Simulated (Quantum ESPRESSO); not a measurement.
Band structure of Si (C2/m, 8 atoms in the cell).

```
Si
1.0
    6.80087    -1.89143     0.00000
    6.80087     1.89143     0.00000
   -0.73462     0.00000     6.18568
Si
8
Cartesian
  0.11328   0.00000   5.40604
 12.75385   0.00000   0.77964
  7.12337   0.00000   4.04172
  5.74375   0.00000   2.14396
  2.85153   0.00000   0.35450
 10.01559   0.00000   5.83118
  9.45978   0.00000   3.62221
  3.40734   0.00000   2.56347
```

Level of theory: PBEsol, PseudoDojo standard norm-conserving (PBESOL) pseudopotentials (plane waves; Quantum ESPRESSO).

Settings: ecutwfc = 40 Ry; occupations = smearing; smearing = fd; degauss = 0.0036749 Ry; potentials = {Si: Si.upf}; K_POINTS = automatic 4 4 3 0 0 0; conv_thr = 1e-11 Ry; mixing_beta = 0.7.

The starting cell comes from a database of computed structures (which also holds hypothetical and non-ambient phases and stackings), without a prior relaxation at this level. Its lattice was rescaled by a random factor within 2.5 % of one.

Levels in eV from the Fermi level, bands 13 to 20:
```csv
point,13,14,15,16,17,18,19,20
Γ,-0.97,-0.83,-0.42,-0.06,0.30,1.33,1.55,2.01
Y,-1.54,-1.24,-0.87,-0.50,0.11,1.04,2.08,2.25
F,-2.12,-1.81,-1.36,-0.76,0.13,1.08,1.55,2.30
L,-2.29,-1.65,-1.25,-0.87,0.05,1.10,1.28,2.07
Z,-1.57,-1.43,-1.16,-1.06,0.72,1.15,1.62,2.45
```

No band crosses the Fermi level by more than 0.03 eV along this path.
